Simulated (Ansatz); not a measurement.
```
MgO
1.0
    0.00000     0.00000    -2.95789
   -1.51942     2.14878    -1.47895
    1.51942     2.14878    -1.47895
Mg O
1 1
Direct
  0.50000   0.50000   0.50000
  0.00000   0.00000   0.00000
```

No spin polarisation.

The values are results of PBEsol in Ansatz (plane waves to 420 eV, PAW, without spin-orbit coupling), not measurements. Settings: 13×13×13 k-points, 0.05 eV Fermi–Dirac smearing.

### Question
Predict the in-plane stress, gap character and band gap.

### Answer
- Mean in-plane stress (compression positive) = -6.9 GPa
- Gap character = direct at Γ
- Band gap = 4.22 eV

A biaxial case was relaxed in a doubled cell and then solved in the primitive one. The cells carry an imposed strain or load. Stability against distortions was not tested. The cell was made from MgO in the rock salt structure (space group Fm-3m, No. 225) by this change: biaxial strain +1.98 %, plane normal [110], relaxed out of plane.

Ansatz is a first-principles code.
